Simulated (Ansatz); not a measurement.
## A constructed model of the (0001) surface of hcp Ru, a layer of Nb in place of the second plane (bottom of the slab: a bare face, its two planes held)

Method: PBE (plane waves to 420 eV, PAW; Ansatz, an electronic-structure program).

Slab: 6 atoms, 10.9 Å thick at the start with caps and adatoms (thin: gaps and levels are the slab's own); k 16x16x1, smearing 0.1 eV, dipole-corrected; 2 atoms held, the rest relaxed; symmetry of the start imposed; no spin, no spin-orbit, no U. In PBE it is, or lies within 0.01 eV a 1x1 cell of, the lowest of the 2 structures of its composition computed so far; subsurface sites and larger cells were not tried.

```yaml
work_function_of_the_top_face: 4.70 eV
energy_released_by_relaxation: 0.067 eV
cost: about 70 core-seconds (a rough figure)
```
